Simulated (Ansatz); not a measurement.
The starting structures come from a database of crystals and need not be the phases stable at ambient conditions.

By PBEsol, the system below comes out a metal.

Without scattering a metal conducts by its projected Fermi surface.

Data:

```xyz
5
Lattice="3.9942 0.0000 0.0000 -1.9971 3.4591 0.0000 0.0000 0.0000 4.8809" Properties=species:S:1:pos:R:3 pbc="T T T"
Al     0.0000     0.0000     0.0000
Al     0.0000     2.3061     3.1632
Al     1.9971     1.1530     1.7177
Ni     0.0000     2.3061     0.7154
Ni     1.9971     1.1530     4.1655
```

Space group of this cell: P-3m1. The cell is taken as given.

The current flows along the normal of the first two printed cell vectors, the (001) plane of the conventional cell. No spin-orbit coupling; the value is a mean over 0.1 eV about the Fermi level.

Problem. Estimate the ballistic conductance per area that PBEsol (Ansatz, a first-principles code) returns for this system.

Solution. 0.44 × 10¹⁵ S/m² for both spins.
